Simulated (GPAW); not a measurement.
Worked example: self-consistent single point of ZrNi2P2 (I4/mmm, 5 atoms in the cell) in GPAW.

Method of the run: LDA (Perdew-Wang 92), GPAW PAW datasets LDA (gpaw-data 1.0.1) (plane waves; GPAW 25.7.0).

The change in words: lattice scaled by 0.98. Reference geometry:
```yaml
crystal:
  lattice:
    - [-1.88834, 1.88834, 4.87944]
    - [1.88834, -1.88834, 4.87944]
    - [1.88834, 1.88834, -4.87944]
  atoms:
    - { symbol: Zr, position: [0.00000, 0.00000, 0.00000] }
    - { symbol: Ni, position: [0.25000, 0.75000, 0.50000] }
    - { symbol: Ni, position: [0.75000, 0.25000, 0.50000] }
    - { symbol: P, position: [0.61774, 0.61774, 0.00000] }
    - { symbol: P, position: [0.38226, 0.38226, 0.00000] }
```

Reference input (self-consistent single point, DFT LDA (Perdew-Wang 92), plane waves, GPAW PAW datasets LDA (gpaw-data 1.0.1)): mode = pw; ecut = 800 eV; xc = LDA; kpts = 8 8 8; mesh shift (steps) = 0 0 0; occupations.name = methfessel-paxton; occupations.width = 0.272 eV; occupations.order = 0; nbands = -13; convergence.density = 1e-05 e/electron; symmetry.symmorphic = false; symmetry.tolerance = 0.0005. This run's input differs from it in these lines:

```diff
@@ -5,5 +5,5 @@
 atoms = Atoms(['Zr', 'Ni', 'Ni', 'P', 'P'],
-              cell=[[-1.888341, 1.888341, 4.879440],
-                    [1.888341, -1.888341, 4.879440],
-                    [1.888341, 1.888341, -4.879440]],
+              cell=[[-1.850574, 1.850574, 4.781851],
+                    [1.850574, -1.850574, 4.781851],
+                    [1.850574, 1.850574, -4.781851]],
               scaled_positions=[[0.000000, 0.000000, 0.000000],
```

Log, with long lists cut:

```
     iter     time        total  log10-change:
                         energy   eigst   dens
iter:   1 --:--:--   -43.412117
iter:   2 --:--:--   -42.463170   -0.24  -1.42
iter:   3 --:--:--   -41.920595   -0.91  -1.49
iter:   4 --:--:--   -41.893150   -2.20  -1.62
iter:   5 --:--:--   -42.350316   -1.63  -1.72
iter:   6 --:--:--   -42.212139   -3.34  -1.68
iter:   7 --:--:--   -41.935139   -2.26  -1.78
iter:   8 --:--:--   -41.933731   -2.82  -2.42
iter:   9 --:--:--   -41.933492c  -4.19  -2.56
iter:  10 --:--:--   -41.929227c  -3.83  -2.66
iter:  11 --:--:--   -41.929521c  -4.85  -3.07
iter:  12 --:--:--   -41.929211c  -5.39  -3.10
iter:  13 --:--:--   -41.929033c  -4.85  -3.20
iter:  14 --:--:--   -41.929051c  -6.30  -3.41
iter:  15 --:--:--   -41.929038c  -6.60  -3.52
iter:  16 --:--:--   -41.929041c  -6.74  -3.60
iter:  17 --:--:--   -41.929041c  -7.51c -3.70
iter:  18 --:--:--   -41.929001c  -6.52  -3.80
iter:  19 --:--:--   -41.928995c  -7.60c -4.24
iter:  20 --:--:--   -41.928991c  -7.01  -4.30
iter:  21 --:--:--   -41.928990c  -8.28c -4.63
iter:  22 --:--:--   -41.928990c  -9.22c -4.64
iter:  23 --:--:--   -41.928992c  -8.14c -4.66
iter:  24 --:--:--   -41.928990c  -8.60c -5.00
iter:  25 --:--:--   -41.928990c -10.21c -5.16c
Converged after 25 iterations.

Dipole moment: (0.000000, -0.000000, -0.000000) |e|*Ang

Energy contributions relative to reference atoms: (reference = -198932.966050)

Kinetic:        +24.121651
Potential:      -16.364120
External:        +0.000000
XC:             -49.967161
Entropy (-ST):   -0.069516
Local:           +0.315397
SIC:             +0.000000
--------------------------
Free energy:    -41.963748
Extrapolated:   -41.928990

Showing only first 2 kpts
 Kpt  Band  Eigenvalues  Occupancy
  0    25     10.23846    2.00000
  0    26     11.05403    1.84625
  0    27     11.05403    1.84625
  0    28     11.99726    0.00051

  1    25      9.91227    2.00000
  1    26     10.31819    2.00000
  1    27     11.67345    0.07280
  1    28     12.74146    0.00000

Fermi level: 11.32838

No gap
   [... lines left out ...]
Energy (eV): -41.92899

Forces in eV/Ang:
  0 Zr    0.00000   -0.00000   -0.00000
  1 Ni    0.00000   -0.00000    0.00000
  2 Ni    0.00000   -0.00000    0.00000
  3 P     0.00000   -0.00000    0.36846
  4 P     0.00000    0.00000   -0.36846

Stress tensor:
     0.059322     0.000000    -0.000000
     0.000000     0.059322    -0.000000
    -0.000000    -0.000000     0.054284
Stress (GPa, Voigt): [ 9.5044  9.5044  8.6973 -0.     -0.      0.    ]
```

The run converged in 25 iterations. GPAW prints stress with tension positive. Against the reference run the free energy drops by 70.7 meV/atom, the pressure goes from -17.92 to -9.24 GPa and the largest force goes from 0.668 to 0.368 eV/Å.

The starting cell comes from a database of computed structures (which also holds hypothetical and non-ambient phases and stackings), without a prior relaxation at this level. Its lattice was rescaled by a random factor within 2.5 % of one. For this run, on top of that: lattice scaled by 0.98. Spin polarisation is off, so a magnetic state, if there is one, cannot be reached. With a pressure of about -9 GPa the cell is away from its equilibrium volume at this level.

Cost on one core of a shared machine: roughly 3 min.
